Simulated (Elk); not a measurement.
Input and output of a self-consistent single point for Hg (P1, 3 atoms in the cell) (Elk).

Level of theory: LDA (PW92), all-electron FP-LAPW, Elk's shipped species files, default APW+lo basis run with Elk.

The change in words: lattice scaled by 0.98. Reference geometry:
```xyz
3
Lattice="5.4667 0.0000 0.0000 -2.7334 4.7343 0.0000 0.0000 0.0000 3.1852" Properties=species:S:1:pos:R:3 pbc="T T T"
Hg    -0.1446     3.1197     1.5381
Hg     2.7757     1.6128     1.5845
Hg     0.1022     0.0018     0.0626
```

Reference input (self-consistent single point, DFT, LDA (PW92), all-electron FP-LAPW, Elk's shipped species files, default APW+lo basis): swidth = 0.00367493 Ha; ngridk = 5 5 7; rmtscf = 0.94; maxscl = 100. This run's input differs from it in these lines:

```diff
@@ -13,8 +13,8 @@
 scale
-  10.33056572
+  10.12395443
 
 avec
-    1.0000000000    0.0000000018    0.0000000000
-   -0.5000000016    0.8660254029    0.0000000000
-    0.0000000000    0.0000000000    0.5826586469
+    1.0000000000    0.0000000013    0.0000000000
+   -0.5000000012    0.8660254031    0.0000000000
+    0.0000000000    0.0000000000    0.5826587203
```

Output, abridged:

```
│ Self-consistent loop started │
│ Loop number : 1 │
 total energy                :     -58952.9672963
│ Loop number : 2 │
 total energy                :     -58953.4219456
RMS change in Kohn-Sham potential (target) :   0.8008523860E-01 (  0.1000000000E-05)
Absolute change in total energy (target)   :   0.4546493357     (  0.1000000000E-03)
│ Loop number : 3 │
 total energy                :     -58954.8392026
RMS change in Kohn-Sham potential (target) :   0.6908345597E-01 (  0.1000000000E-05)
Absolute change in total energy (target)   :    1.530919333     (  0.1000000000E-03)
│ Loop number : 4 │
   [... lines left out ...]
Absolute change in total energy (target)   :   0.7132278915E-03 (  0.1000000000E-03)
│ Loop number : 14 │
 total energy                :     -58953.1500981
RMS change in Kohn-Sham potential (target) :   0.4256374049E-07 (  0.1000000000E-05)
Absolute change in total energy (target)   :   0.1719898355E-03 (  0.1000000000E-03)
│ Loop number : 15 │
 total energy                :     -58953.1500944
RMS change in Kohn-Sham potential (target) :   0.1602608282E-07 (  0.1000000000E-05)
Absolute change in total energy (target)   :   0.4678688128E-04 (  0.1000000000E-03)
Convergence targets achieved

│ Loop number : 16 │

Energies :
 Fermi                       :     0.159739348303
 total energy                :     -58953.1500938

Density of states at Fermi energy :    10.56167762
 (states/Hartree/unit cell)

Estimated indirect band gap :   0.1306829246E-01
 from k-point    166 to k-point    126
Estimated direct band gap   :   0.1755522257E-01
 at k-point    115

Charges :
 core                        :    186.0000000
 valence                     :    54.00000000
 interstitial                :    4.560134033
 muffin-tins (core leakage)
  species :    1 (Hg)
   atom    1                 :    78.48680367     (  0.1821050317E-03)
   atom    2                 :    78.48377120     (  0.1820724425E-03)
   atom    3                 :    78.46929110     (  0.1820117694E-03)
 total in muffin-tins        :    235.4398660
 total calculated charge     :    240.0005947
 total charge                :    240.0000000
 error                       :   0.5946635273E-03

│ Self-consistent loop stopped │
```

The run converged in 16 iterations. The count includes the last loop, which Elk runs after its targets are met. Against the reference run the free energy falls by 54.5 meV/atom.

The starting cell comes from a database of computed structures (which also holds hypothetical and non-ambient phases and stackings), without a prior relaxation at this level. Its atoms were displaced at random from the sites of space group no. 191. For this run, on top of that: lattice scaled by 0.98. Spin-orbit coupling is off. Values depend on the basis (sphere radii, cutoffs, local orbitals), which need not be converged. The log's line on a gap gives a spacing of levels on this mesh, which the program prints for metals too.

Cost on one core of a shared machine: roughly 80 s.
